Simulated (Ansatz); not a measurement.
Start from Y in the hcp (Mg type) structure (space group P6_3/mmc, No. 194; a = 3.5943 Å, c = 5.6099 Å; relaxed with 0.1 eV smearing). Axes: x lies along a and z along c of the hexagonal cell.

All numbers come from PBEsol (Ansatz, an electronic-structure program; PAW; 420 eV plane waves; no spin-orbit coupling).

Strains are applied to the cell and any free atomic positions relax; under biaxial strain the out-of-plane vector relaxes too.

One change was made to it. Results:

The pressure (mean of the normal stresses, compression positive) goes from zero to -1.7 GPa; the volume per atom goes up by 1.38 Å³ to 32.76 Å³.

Problem. What was done to the base?
A. biaxial strain −2.50 %, plane normal [001], relaxed out of plane
B. biaxial strain +1.50 %, plane normal [001], relaxed out of plane
C. biaxial strain +3.00 %, plane normal [001], relaxed out of plane

Solution. C, biaxial strain +3.00 %, plane normal [001], relaxed out of plane. For comparison, the pressure in the other runs: biaxial strain −2.50 %, plane normal [001], relaxed out of plane gives 1.5 GPa; biaxial strain +1.50 %, plane normal [001], relaxed out of plane gives -0.9 GPa.

No phonon test of stability was made. All final runs are without spin polarisation.
